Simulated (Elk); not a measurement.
A self-consistent single point of ZnSe (F-43m, 2 atoms in the cell) with Elk.

Method of the run: PBE+U, all-electron FP-LAPW, Elk's shipped species files, default APW+lo basis (Elk).

```yaml
crystal:
  lattice:
    - [0.00000, 2.83500, 2.83500]
    - [2.83500, 0.00000, 2.83500]
    - [2.83500, 2.83500, 0.00000]
  atoms:
    - { symbol: Zn, position: [0.00000, 0.00000, 0.00000] }
    - { symbol: Se, position: [0.25000, 0.25000, 0.25000] }
```

Reference input (self-consistent single point, DFT, PBE, all-electron FP-LAPW, Elk's shipped species files, default APW+lo basis): xctype = 20; rgkmax = 7; stype = 3; swidth = 0.000367493 Ha; ngridk = 10 10 10; rmtscf = 0.91. This run's input differs from it in these lines:

```diff
@@ -17,2 +17,6 @@
   0.000367493
+
+dft+u
+  1 1   : dftu, inpdftu
+  1 2  0.293995  0.000000   : is, l, U, J
```

The program printed (abridged):

```
│ Self-consistent loop started │
│ Loop number : 1 │
 total energy                :     -4228.79382486
│ Loop number : 2 │
 total energy                :     -4232.71748240
RMS change in Kohn-Sham potential (target) :   0.1900408542     (  0.1000000000E-05)
Absolute change in total energy (target)   :    3.923657540     (  0.1000000000E-03)
│ Loop number : 3 │
 total energy                :     -4232.60383073
RMS change in Kohn-Sham potential (target) :   0.1894985421     (  0.1000000000E-05)
Absolute change in total energy (target)   :   0.8672627166     (  0.1000000000E-03)
│ Loop number : 4 │
   [... lines left out ...]
Absolute change in total energy (target)   :   0.6989129906E-04 (  0.1000000000E-03)
│ Loop number : 16 │
 total energy                :     -4227.19122042
RMS change in Kohn-Sham potential (target) :   0.1648146694E-05 (  0.1000000000E-05)
Absolute change in total energy (target)   :   0.3546158041E-05 (  0.1000000000E-03)
│ Loop number : 17 │
 total energy                :     -4227.19122364
RMS change in Kohn-Sham potential (target) :   0.1884267808E-06 (  0.1000000000E-05)
Absolute change in total energy (target)   :   0.2336434591E-05 (  0.1000000000E-03)
Convergence targets achieved

│ Loop number : 18 │

Energies :
 Fermi                       :     0.128000624375
 DFT+U                       :     0.694106867294
 total energy                :     -4227.19122051

Density of states at Fermi energy :   0.2702701820E-06
 (states/Hartree/unit cell)

Estimated indirect band gap :   0.5646606941E-01
 from k-point      1 to k-point      1
Estimated direct band gap   :   0.5646606941E-01
 at k-point      1

Charges :
 core                        :    30.00000000
 valence                     :    34.00000000
 interstitial                :    3.585916904
 muffin-tins (core leakage)
  species :    1 (Zn)
   atom    1                 :    28.51533816     (  0.3023423836E-03)
  species :    2 (Se)
   atom    1                 :    31.89874493     (  0.2401893402E-03)
 total in muffin-tins        :    60.41408310
 total calculated charge     :    63.98389209
 total charge                :    64.00000000
 error                       :   0.1610790855E-01

│ Self-consistent loop stopped │
```

The run converged in 18 iterations. The count includes the last loop, which Elk runs after its targets are met. Against the reference run the gap on the mesh goes from 1.226 to 1.537 eV.

The starting cell has typed, rounded lattice constants, without a prior relaxation at this level. Spin polarisation is off. The U value is a test value. Values depend on the basis (sphere radii, cutoffs, local orbitals), which need not be converged.
